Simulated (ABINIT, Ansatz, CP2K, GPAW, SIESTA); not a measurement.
One structure in several programs: GaN (F-43m, 2 atoms in the cell)

Band-structure calculation.

```xyz
2
Lattice="0.0000 2.2781 2.2781 2.2781 0.0000 2.2781 2.2781 2.2781 0.0000" Properties=species:S:1:pos:R:3 pbc="T T T"
Ga     0.0000     0.0000     0.0000
N      3.4171     3.4171     3.4171
```

Shared settings, as Ansatz (a program for electronic structure) writes them: kpoints.mp_grid.grid = 6 6 6; scf.occupations.method = fixed. Potentials and cutoffs stand in the table.

| code | model | gap along the path (eV) | smallest direct gap (eV) | cutoff |
|---|---|---|---|---|
| GPAW | PBE, GPAW PAW datasets PBE (gpaw-data 1.0.1) | 1.62 | 1.62 | 900 eV |
| Ansatz | PBE, default PAW files | 1.51 | 1.51 | default |
| CP2K | PBE, GPW, DZVP-MOLOPT-SR-GTH basis, GTH-PBE potentials (GTH_POTENTIALS) | 1.50 | 1.50 | grid 600 Ry |
| SIESTA | GGA PBE, numerical atomic orbitals TZP, PseudoDojo PBE standard norm-conserving potentials (rewritten from UPF to PSML) | 1.58 | 1.58 | grid 400 Ry |
| ABINIT | PBE, PAW (JTH v2.0 PBE PAW) | 1.50 | 1.50 | 52 Ry |

The spread over the programs that give each value: gap along the path within 0.12 eV; smallest direct gap within 0.12 eV.

CP2K and SIESTA use small atom-centred bases, whose incompleteness enters pressures, forces and empty levels differently from a plane-wave cutoff.

The starting cell comes from a database of computed structures (which also holds hypothetical and non-ambient phases and stackings), without a prior relaxation at this level. Its lattice was rescaled by a random factor within 2.5 % of one.

Left out of this page: Quantum ESPRESSO, Elk and FLEUR (not drawn, or without a comparable value).

Keys are those of Ansatz 0.2.
